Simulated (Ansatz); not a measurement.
**CsCl-type NiAl**

The numbers are results of r²SCAN (Ansatz, a quantum-chemistry and plane-wave program, plane waves, PAW), not measurements.

Numerical settings: plane-wave cutoff 600 eV, 22×22×22 k mesh, Fermi–Dirac smearing 0.072 eV (set by the program), no spin polarisation, scalar-relativistic PAW data made under PBE.

Cell: measured lattice: a = b = c = 2.886 Å, α = β = γ = 90.00°.

For CsCl-type NiAl, the elastic constant C11 is 211 GPa and the elastic constant C12 is 133 GPa. The elastic constant C44 is 125 GPa, the voigt–Reuss–Hill bulk modulus is 159 GPa and the voigt–Reuss–Hill shear modulus (Hill average) is 78.8 GPa. The Young modulus is 203 GPa and the Poisson ratio is 0.287.

Note: the cell isn't this level's own, so it is under some stress, which shifts stiffness and frequencies.

Elastic constants are with the ions relaxed.

The computed numbers hold no vibrational or temperature effects.
